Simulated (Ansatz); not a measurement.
**Phonons of CsCl type TlBr at temperature**

Method: the stochastic self-consistent harmonic approximation in a 3×3×3 supercell, Ansatz (a first-principles code), LDA functional, plane-wave PAW. Spin-orbit coupling is not included. The cell is fixed at its relaxed static size. Melting and transitions to other phases are not modelled. An odd repeat of the supercell leaves out some zone-boundary points, where instabilities often lie. Frequencies in cm⁻¹ at q = (0.00, 0.33, 0.33) (fractions of the primitive reciprocal vectors), each column in ascending order, rows equal in every column written once; i marks an imaginary mode. The auxiliary (Gaussian) frequencies are positive by construction; the free-energy Hessian decides stability.

```json
[
 {"harmonic": "21", "Gaussian 300 K": "29", "Hessian 300 K": "25", "Gaussian 800 K": "34", "Hessian 800 K": "28"},
 {"harmonic": "34", "Gaussian 300 K": "34", "Hessian 300 K": "33", "Gaussian 800 K": "35", "Hessian 800 K": "33"},
 {"harmonic": "53", "Gaussian 300 K": "56", "Hessian 300 K": "53", "Gaussian 800 K": "59", "Hessian 800 K": "53"},
 {"harmonic": "57", "Gaussian 300 K": "66", "Hessian 300 K": "59", "Gaussian 800 K": "74", "Hessian 800 K": "60"},
 {"harmonic": "70", "Gaussian 300 K": "82", "Hessian 300 K": "77", "Gaussian 800 K": "94", "Hessian 800 K": "84"},
 {"harmonic": "93", "Gaussian 300 K": "100", "Hessian 300 K": "93", "Gaussian 800 K": "107", "Hessian 800 K": "95"}
]
```

```json
{
 "pressure at 300 K in this cell": "1.06 ± 0.01 GPa",
 "pressure at 800 K in this cell": "2.34 ± 0.02 GPa",
 "pressure near 300 K by path-integral sampling of the fitted surface": "1.16 GPa",
 "pressure near 800 K by path-integral sampling of the fitted surface": "2.67 GPa",
 "static_pressure": "0.02 GPa"
}
```

Over all wave vectors of the supercell the softest harmonic mode is 21 cm⁻¹ at q = (0.00, 0.33, 0.33); the softest of the Hessian is 25 cm⁻¹ at q = (0.00, 0.00, 0.33) at 300 K (error under 1; the run's verdict: stable), 27 cm⁻¹ at q = (0.00, 0.00, 0.33) at 800 K (error under 1; the run's verdict: stable).
